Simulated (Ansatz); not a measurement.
HgSe under a change: Se → Mo

Take HgSe in the zinc blende structure (space group F-43m, No. 216; a = 6.1332 Å) as the base.

It is then changed as follows: full substitution Se → Mo, then cell and atoms are relaxed.

Method: plane-wave PAW DFT at the PBEsol level (Ansatz, a program for electronic structure, 420 eV), without spin-orbit coupling, earlier PAW set. Settings: 14×14×14 k-points, 0.05 eV Fermi–Dirac smearing, for the changed cell.

```json
[
 {"quantity": "lattice parameter a", "base": "6.133 Å", "changed": "5.911 Å", "shift": "-0.222 Å"},
 {"quantity": "space group", "base": "F-43m (No. 216)", "changed": "F-43m (No. 216)", "shift": "–"},
 {"quantity": "shortest interatomic distance", "base": "2.656 Å", "changed": "2.559 Å", "shift": "-0.0963 Å"},
 {"quantity": "band gap", "base": "zero", "changed": "zero", "shift": "–"}
]
```

With Hg present, leaving out spin-orbit coupling can change the band edges. Stability against distortions was not tested. As relaxed here, HgMo is a hypothetical phase, not in the database extracts checked. The final runs are not spin-polarised. HgMo has a high density of states at the Fermi level and may be magnetic at this level. A zero or small gap of HgSe can be the functional's error rather than a property of the material.
